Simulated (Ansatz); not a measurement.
NbAs, pressure series

Base system: NbAs (space group I4_1md, No. 109; a = 3.474 Å, c = 11.749 Å).

Cell and atoms are relaxed at each pressure.

Method: PBE/PAW in Ansatz (a program for electronic structure), no SOC.

Candidates:
(a) pressure 60 GPa
(b) pressure 45 GPa
(c) pressure 9 GPa
(d) pressure 1.8 GPa
(e) pressure 18 GPa

Before the change:

| Item | Result |
|---|---|
| c/a ratio | 3.382 |

**Question.** Order them by c/a ratio, highest first.

**Answer.** (d) pressure 1.8 GPa (3.375), (c) pressure 9 GPa (3.349), (e) pressure 18 GPa (3.318), (b) pressure 45 GPa (3.243), (a) pressure 60 GPa (3.208)

Load acts through the strain it causes; cell and atoms are relaxed under it. Stability against distortions was not tested. Competing high-pressure phases were not computed. The final runs are not spin-polarised.
